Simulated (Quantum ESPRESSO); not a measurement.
# Quick settings and what they miss: ScIn2 (Cmmm, 6 atoms in the cell)

Self-consistent single point.

```xyz
6
Lattice="2.1870 -6.6845 0.0000 2.1870 6.6845 0.0000 0.0000 0.0000 4.3648" Properties=species:S:1:pos:R:3 pbc="T T T"
Sc     2.1870    -4.5932     2.1824
Sc     2.1870     4.5932     2.1824
In     2.1870    -2.3540     0.0000
In     2.1870     2.3540     0.0000
In     2.1870     0.0000     2.1824
In     0.0000     0.0000     0.0000
```

Method of the run: PBEsol, GBRV 1.5 ultrasoft (PBESOL) pseudopotentials (plane waves; Quantum ESPRESSO 7.5).

Base settings: ecutwfc = 50 Ry; ecutrho = 400 Ry; occupations = smearing; smearing = cold; degauss = 0.0099958 Ry; potentials = {Sc: sc_pbesol_v1.uspp.F.UPF, In: in_pbesol_v1.4.uspp.F.UPF}; K_POINTS = automatic 5 5 5 0 0 0; conv_thr = 1e-11 Ry; mixing_beta = 0.3.

Tight run (finer mesh or higher cutoff; not a proven limit): ecutwfc: 50 Ry → 70 Ry; ecutrho: 400 Ry → 560 Ry; conv_thr: 1e-11 Ry → 7.3e-11 Ry; K_POINTS: automatic 5 5 5 0 0 0 → automatic 7 7 7 0 0 0. It gave Fermi level (on the code's own zero) 12.40 eV; pressure 1.07 GPa; largest force (vector length) 0.046 eV/Å.

Quick runs, as changes from the base:
- A: the base itself
- B: ecutwfc: 50 Ry → 30 Ry; ecutrho: 400 Ry → 240 Ry; K_POINTS: automatic 5 5 5 0 0 0 → automatic 6 6 6 0 0 0
- C: ecutwfc: 50 Ry → 30 Ry; ecutrho: 400 Ry → 240 Ry; smearing: cold → mp; degauss: 0.0099958 Ry → 0.0147 Ry; conv_thr: 1e-11 Ry → 7.3e-05 Ry; K_POINTS: automatic 5 5 5 0 0 0 → automatic 1 1 1 0 0 0
- D: K_POINTS: automatic 5 5 5 0 0 0 → automatic 4 4 4 0 0 0
- E: ecutwfc: 50 Ry → 40 Ry; ecutrho: 400 Ry → 320 Ry; K_POINTS: automatic 5 5 5 0 0 0 → automatic 6 6 6 0 0 0

Energies are extrapolated to zero smearing width, which holds to low order in the width alone (under cold and Methfessel-Paxton smearing the free energy itself is taken).

Dashes: pressure of C, not trusted under this conv_thr with d or f elements; time of C, under 30 s.

The count of work is k-points × plane waves × bands × iterations; it is no time. Core times come from one kind of shared machine and are given to one figure; runs under 30 s give none.

The starting cell comes from a database of computed structures (which also holds hypothetical and non-ambient phases and stackings), without a prior relaxation at this level. Its lattice was rescaled by a random factor within 2.5 % of one.

| run | energy less tight (meV/atom) | pressure less tight (GPa) | largest miss in a force vector (eV/Å) | count of work / tight | core time / tight (rough) |
|---|---|---|---|---|---|
| A | 42.7 | 1.01 | 0.035 | 0.26 | 0.3 |
| B | 158.4 | -6.22 | 0.005 | 0.23 | 0.3 |
| C | 1330.7 | – | 2.425 | 0.0023 | – |
| D | 48.4 | 1.01 | 0.028 | 0.20 | 0.3 |
| E | 78.0 | 0.20 | 0.007 | 0.35 | 0.5 |

Among the runs at the tight run's level, the energy misses run from 42.7 to 1330.7 meV/atom.

Left out of this page: 1 run of the series outside the window shown, repeating another row's setting, or not comparable.
